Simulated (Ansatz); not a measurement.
Base system: Si in the diamond structure (space group Fd-3m, No. 227).

```
CELL_PARAMETERS angstrom
      0.00000     2.71688     2.71688
      2.71688     0.00000     2.71688
      2.71688     2.71688     0.00000
ATOMIC_POSITIONS crystal
  Si 0.50000 0.50000 0.50000
  Si 0.75000 0.75000 0.75000
```

The other end (x = 1) is Ge in the diamond structure (space group Fd-3m, No. 227): 22.86 Å³/atom, gap zero.

Calculations: PBEsol (Ansatz, a quantum-chemistry and plane-wave program), without spin-orbit coupling.

Ge replaces a fraction x of Si; each row is one arrangement (x, atoms in the cell, starting space group or random), fully relaxed.

One change was made to it. Results:

The mixing energy amounts to +0.01 eV/atom (to 0.01 eV only: unlike meshes or grids); the shortest interatomic distance shrinks by 0.0087 bohr (4.446 bohr → 4.438 bohr); the deviation of the volume from the linear (Vegard-type) interpolation is -0.8 %.

Question: Which change produced these results?
A. x(Ge) = 0.375, 8 atoms, P-43m
B. x(Ge) = 0.5, 8 atoms, Cm
C. x(Ge) = 0.75, 4 atoms, P-4m2

Answer: B, x(Ge) = 0.5, 8 atoms, Cm. For comparison, the shortest interatomic distance in the other runs: x(Ge) = 0.75, 4 atoms, P-4m2 gives 4.551 bohr; x(Ge) = 0.375, 8 atoms, P-43m gives 4.464 bohr.

Each cell is one ordered arrangement of few atoms, which overstates ordering effects compared with a random alloy. Whether these cells are dynamically stable was not tested. The zero or small gap of Ge and SiGe3 can change with the level of theory.
